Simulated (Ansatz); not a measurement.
A hypothetical phase is included: elements placed on a structure type, which no database files for this compound.

Tunnelling through a barrier is set by its complex band structure: the current falls as exp(−2κd) with the smallest κ.

Consider the following.

```
CELL_PARAMETERS angstrom
      4.33991     0.00000     0.00000
      0.00000     6.65877     0.00000
      0.00000     0.00000     2.50565
ATOMIC_POSITIONS crystal
  B  0.75001 0.75000 0.25000
  B  0.25001 0.75000 0.75000
  B  0.24999 0.25000 0.75000
  B  0.74999 0.25000 0.25000
  N  0.41666 0.25000 0.25000
  N  0.91666 0.25000 0.75000
  N  0.58334 0.75000 0.75000
  N  0.08334 0.75000 0.25000
```

The cell was relaxed by PBE-D3(BJ); by r2SCAN it stands under a pressure of -1.3 GPa.

Transport runs along the normal of the first two printed cell vectors, the (010) plane of the conventional cell.

No gap correction and no spin-orbit coupling; mid-gap is the computed energy nearest the middle.

### Question
State the band gap and the smallest decay constant κ at mid-gap according to r2SCAN run with Ansatz (a quantum-chemistry and plane-wave program).

### Answer
Gap 4.20 eV on a 8×6×12 mesh; κ = 0.333 1/Å, at the zone centre.
